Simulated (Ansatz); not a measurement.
Levels about the gap of amorphous Sn30O60 (90 atoms in a cell of 1246 Å³, 6.03 g/cm³; zone centre alone, so wide bands show as single levels with stretches between that a denser mesh fills), at the geometry that PBE relaxed, where it gives 0.0 GPa on a denser mesh. Exact exchange is cut at the faces of this small cell, which leaves a finite-size error. The participation number counts the atoms over which a state spreads; weights are charges in smoothed Voronoi cells. The levels come from a single point, so bond lengths are those of that geometry. Method of the levels: HSE06, scalar-relativistic without spin-orbit coupling (Ansatz, a quantum-chemistry and plane-wave program). Sampling: the zone centre alone; Fermi-Dirac width 0.02 eV; no spin polarisation. At PBE the levels at the filled edge of the gap are localised (band-tail or defect states), and the nearest spread-out levels lie 1.0 eV apart at the zone centre.

Preparation: random packing, a CHGNet melt and quench, and a DFT relaxation. O atoms were pushed apart under 1.9 Å during the dynamics, to hinder bonds among them. The hot cell started wider than the set density and was brought back towards it in steps. It is the lowest in DFT energy of 4 quenches. It is a model cell: composition and starting density were chosen by hand, and all elements were melted together. No dispersion term was used. A short ab initio anneal came between quench and relaxation. Its density started from a set value of 6.00 and ended at 6.03 g/cm³. Cooling (nominally 84 K/ps over its main leg) ran many orders faster than in experiment, which tends to leave more defects and strain. A cell of this size samples the disorder only roughly. Volume and shape were free in the relaxation.

```json
[
 {"E - E(highest filled), eV": "-0.48", "filling": "filled", "participation number": "16.8", "largest on": "O, 3 neighbours", "weight O": "0.96", "weight Sn": "0.04"},
 {"E - E(highest filled), eV": "-0.45", "filling": "filled", "participation number": "18.0", "largest on": "O, 3 neighbours", "weight O": "0.97", "weight Sn": "0.03"},
 {"E - E(highest filled), eV": "-0.38", "filling": "filled", "participation number": "14.1", "largest on": "O, 3 neighbours", "weight O": "0.97", "weight Sn": "0.03"},
 {"E - E(highest filled), eV": "-0.36", "filling": "filled", "participation number": "5.4", "largest on": "O, 3 neighbours", "weight O": "0.97", "weight Sn": "0.03"},
 {"E - E(highest filled), eV": "-0.28", "filling": "filled", "participation number": "8.3", "largest on": "O, 2 neighbours", "weight O": "0.97", "weight Sn": "0.03"},
 {"E - E(highest filled), eV": "-0.23", "filling": "filled", "participation number": "5.5", "largest on": "O, 2 neighbours", "weight O": "0.97", "weight Sn": "0.03"},
 {"E - E(highest filled), eV": "0.00", "filling": "filled", "participation number": "3.2", "largest on": "O, 2 neighbours", "weight O": "0.97", "weight Sn": "0.03"},
 {"E - E(highest filled), eV": "1.80", "filling": "empty", "participation number": "80.0", "largest on": "O, 2 neighbours", "weight O": "0.58", "weight Sn": "0.42"},
 {"E - E(highest filled), eV": "4.06", "filling": "empty", "participation number": "50.9", "largest on": "Sn, 6 neighbours", "weight O": "0.60", "weight Sn": "0.40"},
 {"E - E(highest filled), eV": "4.37", "filling": "empty", "participation number": "52.7", "largest on": "Sn, 6 neighbours", "weight O": "0.60", "weight Sn": "0.40"},
 {"E - E(highest filled), eV": "4.41", "filling": "empty", "participation number": "38.3", "largest on": "Sn, 7 neighbours", "weight O": "0.60", "weight Sn": "0.40"},
 {"E - E(highest filled), eV": "4.51", "filling": "empty", "participation number": "58.0", "largest on": "Sn, 6 neighbours", "weight O": "0.61", "weight Sn": "0.39"},
 {"E - E(highest filled), eV": "4.56", "filling": "empty", "participation number": "48.8", "largest on": "Sn, 6 neighbours", "weight O": "0.61", "weight Sn": "0.39"},
 {"E - E(highest filled), eV": "4.79", "filling": "empty", "participation number": "40.9", "largest on": "Sn, 6 neighbours", "weight O": "0.60", "weight Sn": "0.40"}
]
```

Most localised among these is the filled level at +0.00 eV, on a O atom, which has 2 neighbours (Sn 1.94 Å, Sn 2.02 Å).
